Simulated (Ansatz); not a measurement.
Levels about the gap of amorphous silicon oxynitride (Si45O18N48) (111 atoms in a cell of 1345 Å³, 2.75 g/cm³; zone centre alone, so wide bands show as single levels with stretches between that a denser mesh fills), at the geometry that PBE relaxed, where it gives 0.0 GPa on a denser mesh. The participation number counts the atoms over which a state spreads; weights are charges in smoothed Voronoi cells. The levels come from a single point, so bond lengths are those of that geometry. Method of the levels: PBE, scalar-relativistic without spin-orbit coupling (Ansatz, a program for electronic structure). Sampling: the zone centre alone; Fermi-Dirac width 0.02 eV; no spin polarisation. At PBE the levels at the filled edge of the gap are localised (band-tail or defect states), and the nearest spread-out levels lie 3.3 eV apart at the zone centre.

A CHGNet melt-quench gave the starting glass, which DFT then relaxed. O and N atoms were pushed apart under 1.9 Å during the dynamics, to hinder bonds among them. The hot cell started wider than the set density and was brought back towards it in steps. It is the lowest in DFT energy of 2 quenches. It is a model cell: composition and starting density were chosen by hand, and all elements were melted together. No dispersion term was used. A short ab initio anneal came between quench and relaxation. Its density started from a set value of 2.69 and ended at 2.75 g/cm³. Cooling (nominally 600 K/ps over its main leg) ran many orders faster than in experiment, which tends to leave more defects and strain. A cell of this size samples the disorder only roughly. Volume and shape were free in the relaxation.

| E - E(highest filled), eV | filling | participation number | largest on | weight N | weight Si | weight O |
|---|---|---|---|---|---|---|
| -1.83 | filled | 21.3 | N, 3 neighbours | 0.83 | 0.11 | 0.06 |
| -1.71 | filled | 13.6 | N, 2 neighbours | 0.78 | 0.13 | 0.09 |
| -1.50 | filled | 7.5 | N, 3 neighbours | 0.85 | 0.11 | 0.04 |
| -1.37 | filled | 4.5 | N, 2 neighbours | 0.80 | 0.11 | 0.09 |
| -0.95 | filled | 9.1 | N, 3 neighbours | 0.55 | 0.39 | 0.06 |
| -0.31 | filled | 3.7 | N, 2 neighbours | 0.82 | 0.15 | 0.03 |
| 0.00 | filled | 3.1 | N, 2 neighbours | 0.82 | 0.16 | 0.02 |
| 1.45 | empty | 77.1 | Si, 4 neighbours | 0.42 | 0.46 | 0.12 |
| 1.95 | empty | 19.3 | Si, 4 neighbours | 0.37 | 0.57 | 0.06 |
| 1.96 | empty | 20.7 | Si, 4 neighbours | 0.35 | 0.57 | 0.08 |
| 2.08 | empty | 24.5 | Si, 4 neighbours | 0.37 | 0.56 | 0.07 |
| 2.24 | empty | 40.1 | Si, 4 neighbours | 0.38 | 0.56 | 0.07 |
| 2.30 | empty | 49.2 | Si, 4 neighbours | 0.33 | 0.57 | 0.10 |
| 2.41 | empty | 33.2 | Si, 3 neighbours | 0.36 | 0.54 | 0.10 |

Most localised among these is the filled level at +0.00 eV, on a N atom, which has 2 neighbours (N 1.48 Å, Si 1.67 Å).
